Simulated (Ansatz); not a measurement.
Cost and result by functional for the adsorption energy of H2O on the 1x1 (111) surface of fcc Ag, one in a 2x2 cell, started at the site 'hollow Ag-Ag-Ag over Ag at depth 2.4 Å', in Ansatz (plane waves, PAW). Single points on the PBE structure, on one kind of machine; costs are rough ratios of the slab run's core time (references not counted) to the cheapest single point. r2SCAN's cost holds its higher cutoff (500 against 420 eV). Differences are taken against r2SCAN for comparison alone: no measured value is at hand, so the table doesn't rank accuracy.

Set-up: 19 atoms, 7.1 Å thick at the start under the adsorbate (thin: gaps and levels are the slab's own); mesh 6x6x1; 0.1 eV smearing; dipole correction on; 8 atoms held, the rest relaxed; no symmetry held; no spin, no spin-orbit, no U, no dispersion correction. At the end no host atom lies within bonding distance. In PBE it is, or lies within 0.03 eV of, the lowest of the starts that converged. These notes are the PBE run's. Adsorption energies are against H2O(g). A negative adsorption energy means that the adsorbate is more stable on the surface than in its reference.

```csv
functional,relative cost,adsorption energy (eV),less r2SCAN (eV)
RPBE,1,0.01,0.23
r2SCAN,2,-0.23,0.00
PBE (the relaxed run's value),–,-0.13,0.10
```

The values span 0.23 eV, while the single points' costs differ by a factor of roughly 2. Differences are of unrounded values.

Ansatz is a program for electronic structure.
